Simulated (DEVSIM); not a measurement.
**abrupt GaP p-n junction**

Structure: abrupt GaP p-n junction, at 300 K.

```csv
layer (left to right),material,thickness (μm),Nd (cm⁻³),Na (cm⁻³),τn (s),τp (s)
1,GaP,82.0,-,1.1e14,6.4e-7,6.4e-7
2,GaP,13.0,4.6e17,-,6.4e-7,6.4e-7
```

Left contact: ohmic. Right contact: ohmic. Voltage is applied to the left contact. Recombination: SRH at mid-gap, radiative. Mobility is μmin + (μ − μmin)/(1 + (N/Nref)^α).

Constants are typed, rounded textbook-type inputs, not results; the design itself was drawn at random and stands for no fabricated device. Values at 300 K.

```
parameter         GaP
-------------  ------
gap (eV)         2.26
affinity (eV)     3.8
permittivity     11.1
Nc (cm⁻³)      1.8e19
Nv (cm⁻³)      1.9e19
μn (cm²/Vs)       250
μp (cm²/Vs)       150
μn,min             10
μp,min             10
Nref,n         4.4e18
Nref,p           1e18
αn                0.8
αp               0.85
B (cm³/s)       1e-13
```

Simulated with DEVSIM: 1D drift-diffusion, Boltzmann statistics, complete ionisation; no tunnelling, impact ionisation, image-force lowering or self-heating.

- Potential step across the device at zero bias: 1.853 V
- Largest field in the device at zero bias: 38000 V/cm
- Dark forward voltage at 1 A/cm²: 2.116 V

Small-signal capacitance in reverse bias (quasi-static):

```tsv
V (V)	C (nF/cm²)
-0.1	2.19
-0.25	2.10
-0.5	1.98
-0.75	1.87
-1	1.79
-1.5	1.64
-2	1.52
-2.5	1.43
-3.25	1.32
-4	1.23
-5	1.13
```

Dark forward current:

```csv
V (V),J (A/cm²)
0.50,7.0e-14
0.85,7.5e-11
1.05,4.2e-9
1.25,2.8e-7
1.45,5.9e-5
1.65,0.018
1.85,0.16
2.05,0.67
2.25,2.1
2.45,5.0
2.65,9.8
2.85,16
3.05,22
3.25,27
```
